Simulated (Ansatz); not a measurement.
Base system: WSe₂ (space group P6_3/mmc, No. 194; a = 3.300 Å, c = 13.147 Å; layered, stacked along the Cartesian z axis).

Method: r2SCAN+rVV10 (Ansatz, a quantum-chemistry and plane-wave program, PAW, without spin-orbit coupling), earlier PAW set.

Carriers are added at fixed cell with a uniform background; the Fermi–Dirac width is that of 300 K.

One change was made to it. Results:

| quantity | base | after |
|---|---|---|
| gap between the host's bands | 1.12 eV | 1.11 eV |
| Fermi level relative to the doped band's edge (positive inside the band; to 0.05 eV) | – | +0.30 eV |

Problem. Which change produced these results?
A. holes 1.0×10^22 cm⁻³
B. electrons 2.0×10^21 cm⁻³
C. electrons 1.0×10^22 cm⁻³
D. holes 3.0×10^21 cm⁻³

Solution. B, electrons 2.0×10^21 cm⁻³. For comparison, the Fermi level from band edge in the other runs: holes 3.0×10^21 cm⁻³ gives +0.55 eV; electrons 1.0×10^22 cm⁻³ gives +0.75 eV; holes 1.0×10^22 cm⁻³ gives +0.90 eV.

Carriers are added with a uniform compensating background; total energy and stress of such cells depend on the potential's zero and are not compared; many-body gap narrowing is missing at this level. Spin-orbit coupling, missing from the scalar runs, can matter with W. Stability against distortions was not tested.
